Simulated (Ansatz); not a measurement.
The starting structures come from a database of crystals and need not be the phases stable at ambient conditions.

By PBEsol, the system below comes out a metal.

Consider the following.

```xyz
2
Lattice="4.4109 0.0000 0.0000 0.0000 4.4109 0.0000 2.2055 2.2055 3.1827" Properties=species:S:1:pos:R:3 pbc="T T T"
Ga     4.4109     2.2055     1.5913
Bi     0.0000     0.0000     0.0000
```

Space group of this cell: I-4m2. The cell is strained (lengths across the current scaled by 0.98, ions clamped); by PBEsol its mean pressure is 1.1 GPa.

The current flows along the normal of the first two printed cell vectors, the (001) (indices of the unstrained crystal) plane of the conventional cell. No spin-orbit coupling; the value is a mean over 0.1 eV about the Fermi level.

Problem. Compute, with PBEsol (Ansatz, a program for electronic structure), the ballistic conductance per area.

Solution. 0.075 × 10¹⁵ S/m² for both spins.
